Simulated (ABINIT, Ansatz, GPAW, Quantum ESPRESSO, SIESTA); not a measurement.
# Code comparison for Mo (Im-3m, 1 atom in the cell)

Self-consistent single point.

```xyz
1
Lattice="-1.5750 1.5750 1.5750 1.5750 -1.5750 1.5750 1.5750 1.5750 -1.5750" Properties=species:S:1:pos:R:3 pbc="T T T"
Mo     0.0000     0.0000     0.0000
```

Shared settings, as Ansatz (a program for electronic structure) writes them: kpoints.mp_grid.grid = 4 4 4; scf.occupations.method = gaussian; scf.occupations.width = 0.0037 Ry. Potentials and cutoffs stand in the table.

| code | model | pressure (GPa) | cutoff |
|---|---|---|---|
| Quantum ESPRESSO | PBE, PSlibrary ultrasoft (PBE, semicore) pseudopotentials | 2.30 | 55 Ry |
| SIESTA | GGA PBE, numerical atomic orbitals DZP, PseudoDojo PBE standard norm-conserving potentials (rewritten from UPF to PSML) | 1.33 | grid 350 Ry |
| ABINIT | PBE, PAW (JTH v2.0 PBE PAW) | 3.58 | 20 Ha |
| Ansatz | PBE, default PAW files | 3.24 | default |
| GPAW | PBE, GPAW PAW datasets PBE (gpaw-data 1.0.1) | 2.84 | 600 eV |

The spread over the programs that give each value: pressure within 2.25 GPa.

SIESTA uses small atom-centred bases, whose incompleteness enters pressures, forces and empty levels differently from a plane-wave cutoff. Ansatz's pressure is given at a fixed set of plane waves, as the other plane-wave codes print theirs; with its correction for the finite basis it is 3.29 GPa. In the pressure, SIESTA (by 1.71) lies more than 1 GPa from the median of the plane-wave programs.

On the base mesh (10 10 10) the same programs gave: Ansatz pressure 1.99 GPa; Quantum ESPRESSO pressure 1.11 GPa; ABINIT pressure 2.35 GPa; GPAW pressure 1.61 GPa; SIESTA pressure 0.54 GPa.

The values differ from the base mesh's, so the mesh still matters here: the table compares the programs at equal settings.

The starting cell has typed, rounded lattice constants, without a prior relaxation at this level.

Left out of this page: Elk and FLEUR (not drawn, or without a comparable value).

Keys are those of Ansatz 0.2.
